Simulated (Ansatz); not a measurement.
Defect migration in rock-salt LiF with all lengths changed by +1 %: interstitial H, charge state +1. Computed with PBE, PAW (plane waves to 420 eV; Ansatz, a first-principles code).

Settings: 64 host sites, the strained lattice (strain from the relaxed PBE one, atoms relaxed), a 2×2×2 k-point mesh shifted by half a step, smearing 0.01 eV, spin-restricted, no image-charge correction. Static, classical nuclei. The charge state is imposed; whether it is stable for some Fermi level was not computed. Sites that were not tried may lie lower.

The step: a concerted move, in which H travels most. Atoms about the jump, Cartesian Å from the middle of the jump, before and after:

```
atom     x0     y0     z0     x1     y1     z1
----  -----  -----  -----  -----  -----  -----
H1    -0.51  -0.51   0.00   0.51   0.51   0.00
F2    -0.51   0.31  -0.81  -0.31   0.51  -0.81
F3    -0.51  -1.32   0.81  -0.54  -1.54   1.06
F4     1.54   0.54   1.06   1.32   0.51   0.81
Li5   -0.50   0.81   1.32  -0.81   0.50   1.32
Li6   -0.50  -1.83  -1.32  -0.51  -1.65  -1.02
Li7    1.65   0.51  -1.02   1.83   0.50  -1.32
F8     1.54  -1.56  -1.05   1.56  -1.54  -1.05
Li9    1.65  -1.54   1.03   1.54  -1.65   1.03
Li10  -2.67   0.51  -1.02  -2.66   0.51  -1.03
Li11  -0.51   2.66  -1.03  -0.51   2.67  -1.02
F12   -2.56   0.54   1.05  -2.61   0.51   1.04
F13   -0.51   2.61   1.04  -0.54   2.56   1.05
Li14  -0.51   0.52  -3.18  -0.52   0.51  -3.18
F15   -2.56  -1.56  -1.05  -2.54  -1.52  -1.01
F16    1.52   2.54  -1.01   1.56   2.56  -1.05
F17   -0.51  -1.55  -3.12  -0.50  -1.52  -3.05
F18    1.52   0.50  -3.05   1.55   0.51  -3.12
Li19  -2.67  -1.53   1.02  -2.59  -1.59   1.04
Li20   1.59   2.59   1.04   1.53   2.67   1.02
F21   -0.51   0.52   3.13  -0.52   0.51   3.13
Li22   1.59  -1.55  -3.10   1.55  -1.59  -3.10
```

### Question
Give the saddle-point geometry and the barrier.

### Answer

| atom | x | y | z |
|---|---|---|---|
| H1 | 0.12 | -0.12 | -0.19 |
| F2 | -0.38 | 0.38 | -0.88 |
| F3 | -0.48 | -1.43 | 0.94 |
| F4 | 1.43 | 0.49 | 0.94 |
| Li5 | -0.68 | 0.70 | 1.35 |
| Li6 | -0.60 | -1.79 | -1.14 |
| Li7 | 1.79 | 0.61 | -1.14 |
| F8 | 1.53 | -1.52 | -1.04 |
| Li9 | 1.57 | -1.56 | 1.04 |
| Li10 | -2.70 | 0.51 | -1.02 |
| Li11 | -0.50 | 2.71 | -1.02 |
| F12 | -2.57 | 0.54 | 1.04 |
| F13 | -0.53 | 2.58 | 1.04 |
| Li14 | -0.50 | 0.51 | -3.20 |
| F15 | -2.56 | -1.53 | -1.03 |
| F16 | 1.54 | 2.57 | -1.03 |
| F17 | -0.52 | -1.54 | -3.07 |
| F18 | 1.54 | 0.52 | -3.07 |
| Li19 | -2.58 | -1.53 | 1.03 |
| Li20 | 1.54 | 2.59 | 1.03 |
| F21 | -0.52 | 0.53 | 3.14 |
| Li22 | 1.56 | -1.55 | -3.08 |
It lies 0.32 eV above the start and 0.32 eV above the end. The saddle point's order was not checked, and it lies on a symmetry element of the cell, where a band can be held.
